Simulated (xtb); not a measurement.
xtb 6.7.1, GFN1-xTB: V(NMe)(OH)2(NH2) (C[N]=[V]([NH2])([OH])[OH]), 13 atoms. The geometry is a generated start, not checked to be a minimum at this level.

```yaml
method: GFN1-xTB
"--acc": 1 (default)
"--etemp (K)": 300 (default)
detailed input (--input): "none: ANC optimiser, Lindh (1995) Hessian, microcycle=20, maxdispl=1.0, hlow=0.01 (default)"
basis_functions: 44
valence_electrons: 38
```

```xyz
13

V      0.3863     0.8263     0.1094
N      0.0399    -0.6795    -0.2743
C     -0.2239    -1.9981    -0.6694
H     -0.4037    -2.0537    -1.7517
H      0.6165    -2.6565    -0.4111
H     -1.1186    -2.3625    -0.1501
O      1.7364     0.8660     1.1000
H      2.4584     0.4050     1.5279
O      0.3491     1.8002    -1.2456
H      0.2019     1.9432    -2.1806
N     -1.0516     1.1815     1.0943
H     -1.1537     2.1205     1.4698
H     -1.8369     0.6077     1.3814
```

Charge 0 and multiplicity 1 are set for this test and not shown to be the ground state.

The structure is relaxed from this start with --opt LEVEL for the levels crude, sloppy, loose, lax, normal, tight, vtight, extreme, once each. Up to the end of the extreme run atoms move by at most 0.35 Å along an axis.

Task: Choose the cheapest level whose final energy lies within 5 meV of that of extreme.

Result: sloppy: 9 cycles against 27, ending 3.3 meV above.

```json
[
 {"level": "crude", "cycles": "4", "energy above the extreme run (meV)": "27", "gradient norm (eV/Å)": "0.45"},
 {"level": "sloppy", "cycles": "9", "energy above the extreme run (meV)": "3.3", "gradient norm (eV/Å)": "0.22"},
 {"level": "loose", "cycles": "11", "energy above the extreme run (meV)": "0.61", "gradient norm (eV/Å)": "0.19"},
 {"level": "lax", "cycles": "12", "energy above the extreme run (meV)": "0.28", "gradient norm (eV/Å)": "0.11"},
 {"level": "normal", "cycles": "15", "energy above the extreme run (meV)": "0.073", "gradient norm (eV/Å)": "0.026"},
 {"level": "tight", "cycles": "16", "energy above the extreme run (meV)": "0.053", "gradient norm (eV/Å)": "0.026"},
 {"level": "vtight", "cycles": "21", "energy above the extreme run (meV)": "under 0.01", "gradient norm (eV/Å)": "0.0064"},
 {"level": "extreme", "cycles": "27", "energy above the extreme run (meV)": "—", "gradient norm (eV/Å)": "0.0016"}
]
```
